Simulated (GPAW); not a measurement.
Input and output of a self-consistent single point for MgH2 (P1, 3 atoms in the cell) (GPAW).

Method of the run: PBEsol, GPAW PAW datasets PBEsol (made by gpaw-setup) (plane waves; GPAW).

The change in words: lattice scaled by 0.98. Reference geometry:
```yaml
crystal:
  lattice:
    - [0.00000, 2.38106, 2.38106]
    - [2.38106, 0.00000, 2.38106]
    - [2.38106, 2.38106, 0.00000]
  atoms:
    - { symbol: Mg, position: [0.99713, 0.01380, 0.96316] }
    - { symbol: H, position: [0.76024, 0.76122, 0.73891] }
    - { symbol: H, position: [0.24263, 0.22497, 0.29792] }
```

Reference input (self-consistent single point, DFT PBEsol, plane waves, GPAW PAW datasets PBEsol (made by gpaw-setup)): mode = pw; ecut = 800 eV; xc = PBEsol; kpts = 11 11 11; mesh shift (steps) = 0 0 0; occupations.name = fermi-dirac; occupations.width = 0.05 eV; nbands = -7; convergence.forces = 0.001 eV/Å; symmetry.symmorphic = false; symmetry.tolerance = 0.0005; maxiter = 150. This run's input differs from it in these lines:

```diff
@@ -5,5 +5,5 @@
 atoms = Atoms(['Mg', 'H', 'H'],
-              cell=[[0.000000, 2.381065, 2.381065],
-                    [2.381065, 0.000000, 2.381065],
-                    [2.381065, 2.381065, 0.000000]],
+              cell=[[0.000000, 2.333444, 2.333444],
+                    [2.333444, 0.000000, 2.333444],
+                    [2.333444, 2.333444, 0.000000]],
               scaled_positions=[[-0.002873, 0.013802, -0.036838],
```

Log, with long lists cut:

```
     iter     time        total  log10-change:
                         energy   eigst   dens  force
iter:   1 --:--:--    -9.446504
iter:   2 --:--:--    -9.370249   -0.87  -0.95
iter:   3 --:--:--    -8.804750   -1.46  -0.98
iter:   4 --:--:--    -8.805038   -2.81  -1.97
iter:   5 --:--:--    -8.808946c  -3.23  -1.98
iter:   6 --:--:--    -8.806686c  -4.35  -2.37
iter:   7 --:--:--    -8.806737c  -5.34  -3.05
iter:   8 --:--:--    -8.806455c  -4.83  -2.69
iter:   9 --:--:--    -8.806453c  -6.88  -4.01c
iter:  10 --:--:--    -8.806453c  -7.50c -4.08c
iter:  11 --:--:--    -8.806453c  -9.41c -4.78c -4.30c
Converged after 11 iterations.

Dipole moment: (0.478999, 0.862798, -0.246654) |e|*Ang

Energy contributions relative to reference atoms: (reference = -5462.174157)

Kinetic:         +6.907442
Potential:       -5.262735
External:        +0.000000
XC:             -10.401888
Entropy (-ST):   -0.003804
Local:           -0.047371
SIC:             +0.000000
--------------------------
Free energy:     -8.808356
Extrapolated:    -8.806453

Showing only first 2 kpts
 Kpt  Band  Eigenvalues  Occupancy
  0     4     -6.18772    2.00000
  0     5      5.34615    0.00000
  0     6     13.48723    0.00000
  0     7     13.69820    0.00000

  1     4     -6.02892    2.00000
  1     5      4.97015    0.00000
  1     6     12.84102    0.00000
  1     7     13.47031    0.00000

Fermi level: 4.18452

No gap
No difference between direct/indirect transitions
Energy (eV): -8.806453

Forces in eV/Ang:
  0 Mg    0.55588    0.69379   -0.32846
  1 H    -0.05103   -0.04768   -0.28098
  2 H    -0.50484   -0.64603    0.60944

Stress tensor:
    -0.026070    -0.015052     0.009381
    -0.015052    -0.024032     0.007365
     0.009381     0.007365    -0.026006
Stress (GPa, Voigt): [-4.1768 -3.8504 -4.1666  1.1799  1.503  -2.4116]
```

The run converged in 11 iterations. GPAW prints stress with tension positive. Against the reference run the free energy goes up by 6.7 meV/atom, the pressure goes from 0.12 to 4.06 GPa and the largest force goes from 0.891 to 1.022 eV/Å.

The starting cell comes from a database of computed structures (which also holds hypothetical and non-ambient phases and stackings), without a prior relaxation at this level. Its atoms were displaced at random from the sites of space group no. 225. For this run, on top of that: lattice scaled by 0.98. With a pressure of about 4 GPa the cell is away from its equilibrium volume at this level. Forces in this geometry exceed 1 eV/Å.

Cost on one core of a shared machine: roughly 3 min.
